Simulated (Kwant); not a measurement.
Device: six-terminal Hall bar in a InSb two-dimensional gas. Effective mass 0.014 mₑ, grid spacing 7.7 nm, hard walls, nominal width 200 nm (25 grid rows, so walls 200.2 nm apart), one parabolic valley, scattering region 520 nm long along x; energies count from the band bottom; Fermi energy 0.018 eV. Four side probes 100 nm wide, two on each edge; current runs along x; the sign of the Hall resistance is a convention. Perpendicular field swept from 0.1814 to 3.7005 T, also in the leads; orbital effect alone.

Constants are typed, rounded textbook-type inputs, not results; the design itself was drawn at random and stands for no fabricated device.

Kwant, effective-mass tight-binding model on a square grid, one spin, coherent transport at 0 K. Resistances are in h/e².

Question: How many Landau levels lie under the Fermi energy, and what Hall resistance follows, at 18.0 meV and 0.957 T; 18.0 meV and 2.15 T; 18.0 meV and 2.75 T; 18.0 meV and 3.04 T?

Answer: ħωc = ħeB/m = 8.27 meV a tesla; levels lie at (n + ½)ħωc. E/ħωc = 2.28 gives 2 levels and h/(2e²) = 0.500; simulated 0.500. E/ħωc = 1.01 gives 1 level and h/(1e²) = 1.000; simulated 1.000. E/ħωc = 0.79 gives 1 level and h/(1e²) = 1.000; simulated 1.000. E/ħωc = 0.72 gives 1 level and h/(1e²) = 1.000; simulated 1.000.
